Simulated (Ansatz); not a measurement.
A computed series for BP: response to strain

The reference is BP in the zinc blende structure (space group F-43m, No. 216).

```
BP
1.0
    0.00000     2.24526     2.24526
    2.24526     0.00000     2.24526
    2.24526     2.24526     0.00000
B P
1 1
Direct
  0.00000   0.00000   0.00000
  0.25000   0.25000   0.25000
```

Cartesian axes are those of the cell as printed.

Strains are applied to the cell and any free atomic positions relax.

Computed with LDA (Ansatz, a first-principles code, PAW, no spin-orbit coupling).

Notes on the quantities. energy relative to the base: free energy F.

```csv
change,volume per atom,gap character,energy relative to the base
base,11.32 Å³,–,0 meV/atom
uniaxial strain ε_zz = −3.00 %,10.98 Å³,"indirect, Γ → Γ–M (84 % along)",+12 meV/atom
uniaxial strain ε_zz = −2.50 %,11.04 Å³,"indirect, Γ → Γ–M (84 % along)",+8.0 meV/atom
uniaxial strain ε_zz = −2.00 %,11.09 Å³,"indirect, Γ → Γ–M (84 % along)",+5.1 meV/atom
uniaxial strain ε_zz = −1.50 %,11.15 Å³,"indirect, Γ → Γ–M (84 % along)",+2.9 meV/atom
uniaxial strain ε_zz = −1.00 %,11.21 Å³,"indirect, Γ → Γ–M (84 % along)",+1.3 meV/atom
uniaxial strain ε_zz = −0.50 %,11.26 Å³,"indirect, Γ → Γ–M (84 % along)",+0.3 meV/atom
uniaxial strain ε_zz = +1.50 %,11.49 Å³,"indirect, Γ → Γ–X (78 % along)",+2.8 meV/atom
uniaxial strain ε_zz = +2.00 %,11.55 Å³,"indirect, Γ → Γ–X (78 % along)",…
uniaxial strain ε_zz = +3.00 %,11.66 Å³,"indirect, Γ → Γ–X (78 % along)",+11 meV/atom
```

**Question.** What belongs in the blanks?

**Answer.** 
- uniaxial strain ε_zz = +2.00 %, energy relative to the base: +5.0 meV/atom

Whether these cells are dynamically stable was not tested. Labels are those of the standard path for the cell's own space group.
